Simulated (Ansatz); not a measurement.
Consider the following.

```
Al2O3
1.0
    4.91699     0.00000     0.00000
    2.45850     4.25824     0.00000
    2.45850    -1.41941     4.27493
Al O
4 6
Direct
  0.70716   0.64642   0.93925
  0.70716   0.14642   0.43925
  0.29284   0.35358   0.06075
  0.29284   0.85358   0.56075
  0.50000   0.44585   0.25000
  0.80415   0.75000   0.25000
  0.50000   0.55415   0.75000
  0.80415   0.94585   0.75000
  0.19585   0.25000   0.75000
  0.19585   0.05415   0.25000
```

No spin polarisation.

Method: PBEsol, PAW, 420 eV (Ansatz, a program for electronic structure; scalar-relativistic without spin-orbit coupling). Settings: 8×8×8 k-points, 0.05 eV Fermi–Dirac smearing.

Question: Predict the gap character and electron mass.

Answer: The gap character is direct at Γ and the electron mass comes out as 0.40 mₑ out of plane, 0.34 mₑ in plane (at Γ).

The cells carry an imposed strain or load. Masses are band curvatures over ±0.01 Å⁻¹ around the edge. Stability against distortions was not tested. The cell was made from Al2O3 in the corundum structure (space group R-3c, No. 167) by this change: biaxial strain +3.00 %, plane normal [001], relaxed out of plane.
